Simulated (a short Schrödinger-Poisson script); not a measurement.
Symmetric double-gate stack, SiO2 on p-type Ge(111)

Stack: symmetric double-gate stack, SiO2 on p-type Ge(111), at 300 K.

| layer | material | thickness (nm) | Na (cm⁻³) |
|---|---|---|---|
| 1 | SiO2 | 2.1 | - |
| 2 | Ge | 20 | 2e16 |
| 3 | SiO2 | 2.1 | - |

The device is made up for the run: typed textbook-type constants, with dimensions and the other settings drawn at random. SiO2: permittivity 3.9, conduction-band edge (eV) 3.1, gap (eV) 9, electron mass (mₑ) 0.5. Ge: permittivity 16, conduction-band edge (eV) 0, gap (eV) 0.664, Nv at 300 K (cm⁻³) 6e18.

Channel valleys (confinement mass, in-plane density-of-states mass, number): L1 1.59, 0.08, 1; L3 0.09, 0.34, 3. At the gates, both at one voltage, the conduction-band edge of layer 1 lies 3.12 eV − eVg above the Fermi level of the channel. Gaps are held at their typed values at every temperature. Mesh 0.03 nm at interfaces.

From a short Schrödinger-Poisson script (our own, NumPy): 1D Poisson equation in equilibrium, electrons quantum, Hartree (BenDaniel-Duke, 12 states a valley, the channel's in-plane mass for all, wave functions free to enter the dielectric), parabolic valleys, classical holes, full ionisation, no traps, pinning or gate leakage.

```
Vg (V)  electrons (cm⁻²)  C (μF/cm²)  L1 E0 (meV)  L1 E1 (meV)  L3 E0 (meV)  L3 E1 (meV)
------  ----------------  ----------  -----------  -----------  -----------  -----------
-0.4              1.25e6     0.00641        423.4        425.0        431.7        458.1
-0.3              5.96e7     < 0.003        323.5        325.1        331.8        358.2
-0.2              2.83e9      0.0177        223.7        225.3        232.0        258.4
-0.1             1.02e11       0.495        131.2        132.3        139.5        165.3
0                7.66e11        1.54         76.2         76.2         88.8        111.0
0.1              1.89e12        2.01         44.6         44.6         67.8         85.5
0.2              3.22e12        2.25         22.2         22.2         56.2         70.2
0.3              4.68e12        2.40          4.6          4.6         48.4         59.7
0.4              6.20e12        2.49        -10.2        -10.2         42.4         51.7
0.5              7.78e12        2.56        -23.0        -23.0         37.4         45.1
0.6              9.40e12        2.61        -34.6        -34.6         33.1         39.5
0.7              1.10e13        2.65        -45.3        -45.3         29.2         34.6
0.8              1.27e13        2.68        -55.3        -55.3         25.5         30.1
0.9              1.44e13        2.71        -64.7        -64.7         22.1         26.0
1                1.61e13        2.73        -73.6        -73.6         18.8         22.2
1.1              1.78e13        2.75        -82.2        -82.2         15.7         18.6
1.2              1.95e13        2.77        -90.4        -90.4         12.7         15.2
1.3              2.13e13        2.78        -98.3        -98.3          9.8         12.0
1.4              2.30e13        2.80       -105.9       -105.9          7.0          8.9
1.5              2.47e13        2.81       -113.3       -113.3          4.3          6.0
```

Gate voltages with under 1e6 electrons/cm² are left out.

Subbands count from the Fermi level. The capacitance is that of both gates.

Only the L valleys are kept; under strong confinement the Δ valleys of Ge fill too.
